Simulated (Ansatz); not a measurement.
Start from BN in the zinc blende structure (space group F-43m, No. 216; a = 3.610 Å). Axes: x, y, z lie along the cube axes.

Level of theory: Ansatz (a quantum-chemistry and plane-wave program), r2SCAN, PAW, cutoff 500 eV, spin-orbit coupling left out.

Strains are applied to the cell and any free atomic positions relax; under biaxial strain the out-of-plane vector relaxes too.

One change was made to it. Results:

```csv
quantity,base,after
energy relative to the base (free energy F),0 meV/atom,+11 meV/atom
gap character,"indirect, Γ → X","indirect, Γ → X"
pressure,0.00 GPa,15.98 GPa
electron mass,"0.87 mₑ along k, 0.29 mₑ across (at X)","0.86 mₑ along k, 0.29 mₑ across (at X)"
```

Problem. Which of these changes matches the shifts?
A. isotropic strain −1.26 %
B. biaxial strain +2.31 %, plane normal [110], relaxed out of plane
C. biaxial strain +2.11 %, plane normal [001], relaxed out of plane
D. isotropic strain −2.65 %

Solution. A, isotropic strain −1.26 %. For comparison, the energy relative to the base in the other runs: isotropic strain −2.65 % gives +49 meV/atom; biaxial strain +2.11 %, plane normal [001], relaxed out of plane gives +14 meV/atom; biaxial strain +2.31 %, plane normal [110], relaxed out of plane gives +20 meV/atom.

A biaxial case was relaxed in a doubled cell and then solved in the primitive one. Masses are band curvatures over ±0.01 Å⁻¹ around the edge. Along k means along the line from Γ to the band edge. No phonon test of stability was made. Labels are those of the standard path for the cell's own space group.
